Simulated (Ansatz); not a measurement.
Base system: SnSe$_{2}$ in the rutile structure (space group P4_2/mnm, No. 136; a = 6.415 Å, c = 3.994 Å; a hypothetical phase, not in the database extracts checked).

Modification: every Se is replaced by Te, then cell and atoms are relaxed.

Levels (all Ansatz, an electronic-structure program, PAW, earlier PAW set): PBEsol (420 eV, no SOC); PBEsol+SOC (420 eV, noncollinear with spin-orbit coupling).

The geometry is relaxed with PBEsol.

```
Quantity           Value
---------------  -------
PBEsol pressure  0.0 GPa
```

Q: What does PBEsol+SOC give at this geometry for the pressure?

A: The pressure goes from zero to 0.4 GPa.

Single points use the geometry relaxed with PBEsol. The spin-orbit shifts are approximate. Whether these cells are dynamically stable was not tested. As relaxed here, SnTe2 is a hypothetical phase, not in the database extracts checked. The runs without spin-orbit coupling are not spin-polarised.
